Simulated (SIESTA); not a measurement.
Relaxation of the atoms of LaPb3 (Pm-3m, 4 atoms in the cell) at several settings

```xyz
4
Lattice="4.9060 0.0000 0.0000 0.0000 4.9060 0.0000 0.0000 0.0000 4.9060" Properties=species:S:1:pos:R:3 pbc="T T T"
La     0.0000     0.0000     0.0000
Pb     0.0000     2.4530     2.4530
Pb     2.4530     0.0000     2.4530
Pb     2.4530     2.4530     0.0000
```

Base: GGA PBEsol, numerical atomic orbitals DZP, PseudoDojo PBEsol standard norm-conserving potentials (rewritten from UPF to PSML) run with SIESTA. Its settings: XC.functional = GGA; XC.authors = PBEsol; potentials = PseudoDojo PBEsol standard; PAO.BasisSize = DZP; PAO.EnergyShift = 0.005 Ry; MeshCutoff = 350 Ry; kgrid.MonkhorstPack = 9 9 9; OccupationFunction = FD; ElectronicTemperature = 0.1 eV; MaxSCFIterations = 150; SCF.Mixer.Method = Broyden; SCF.Mixer.Weight = 0.1; SCF.Mixer.History = 8; SCF.DM.Tolerance = 1.0E-04. Starting volume 29.52 Å³ per atom.

Each line gives the change from the base single point and the result:

- atoms moved at random; MD.TypeOfRun: default → Broyden; MD.Steps: default → 40; MD.MaxForceTol: default → 0.03 eV/Ang: pressure 0.65 GPa; largest force (vector length) 0.031 eV/Å; relaxation steps 5; free energy against the base single point 0.1 meV/atom.
- atoms moved at random; SCF.DM.Tolerance: 1.0E-04 → default; SCF.DM.Converge: default → false; SCF.H.Converge: default → false; SCF.FreeE.Converge: default → true; SCF.FreeE.Tolerance: default → 1.0E-03 eV; MD.TypeOfRun: default → Broyden; MD.Steps: default → 40; MD.MaxForceTol: default → 0.03 eV/Ang: pressure 0.65 GPa; largest force (vector length) 0.028 eV/Å; relaxation steps 6; free energy against the base single point 0.1 meV/atom.

The starting cell comes from a database of published, mostly measured structures (it also holds non-ambient and calculated ones), without a prior relaxation at this level. Values carry the incompleteness of an atom-centred basis.

Left out of this page: 1 run of the series outside the window shown, repeating another row's setting, or not comparable.
